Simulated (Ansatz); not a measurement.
Consider the following.

```yaml
crystal:
  lattice:
    - [2.45562, 0.00000, 0.00000]
    - [1.22781, 2.12663, 0.00000]
    - [1.22781, -0.70888, 2.04309]
  atoms:
    - { symbol: C, position: [0.99955, 0.00023, 0.00068] }
    - { symbol: C, position: [0.50045, 0.24977, 0.74932] }
```

No spin polarisation.

Level of theory: plane-wave PAW DFT at the LDA level (Ansatz, a program for electronic structure, 420 eV), no spin-orbit coupling. Settings: 16×16×16 k-points, 0.05 eV Fermi–Dirac smearing.

Question: Estimate the mean in-plane stress (compression positive).

Answer: +23.8 GPa.

Question: What is the computed band gap?

Answer: 4.20 eV.

The cells carry an imposed strain or load. Whether these cells are dynamically stable was not tested. The cell was made from C in the diamond structure (space group Fd-3m, No. 227) by this change: biaxial strain −1.67 %, plane normal [111], relaxed out of plane.
